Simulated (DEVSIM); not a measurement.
System: abrupt Si n-p junction, at 250 K.

Layer 1 from the left is Si, thickness (μm) 32.0, Nd (cm⁻³) 3.6e16, τn (s) 1.7e-7, τp (s) 1.7e-7. Layer 2 from the left is Si, thickness (μm) 2.90, Na (cm⁻³) 4e17, τn (s) 1.7e-7, τp (s) 1.7e-7.

Left contact: ohmic. Right contact: ohmic. Voltage is applied to the left contact. Recombination: SRH at mid-gap. Mobility is μmin + (μ − μmin)/(1 + (N/Nref)^α).

Constants are typed, rounded textbook-type inputs, not results; the design itself was drawn at random and stands for no fabricated device. Values at 300 K; Nc and Nv go as T^1.5, mobilities as T to minus their exponent, the gap by Varshni's rule with the affinity fixed.

Si: gap (eV) 1.124, affinity (eV) 4.05, permittivity 11.7, Nc (cm⁻³) 2.86e19, Nv (cm⁻³) 3.1e19, μn (cm²/Vs) 1417, μp (cm²/Vs) 470, μn,min 52, μp,min 45, Nref,n 9.7e16, Nref,p 2.2e17, αn 0.68, αp 0.72, T exponent of μn 2.3, T exponent of μp 2.2, Varshni α (eV/K) 0.000473, Varshni β (K) 636.

### Question
Estimate by hand the built-in potential, the peak field at zero bias, the capacitance at 2 V, and compare with a numerical solution.

### Answer

- Built-in potential: ni = √(Nc Nv) exp(−Eg/2kT) = 8.01e7 cm⁻³ with Eg = 1.136 eV; Vbi = kT/q ln(Na Nd/ni²) = 0.910 V; numerical 0.910 V.
- Peak field at zero bias: depletion approximation: W = √(2εVbi/(qN)) = 0.189 μm with N = 3.30e16 cm⁻³; field = 2Vbi/W = 96400 V/cm; numerical 94300 V/cm (estimate above by 2.2 %).
- Capacitance at 2 V: C = √(qεN / 2(Vbi + |V|)) = 30.7 nF/cm²; numerical 30.9 nF/cm² (estimate below by 0.76 %).

Simulated with DEVSIM: 1D drift-diffusion, Boltzmann statistics, complete ionisation; no tunnelling, impact ionisation, image-force lowering or self-heating.
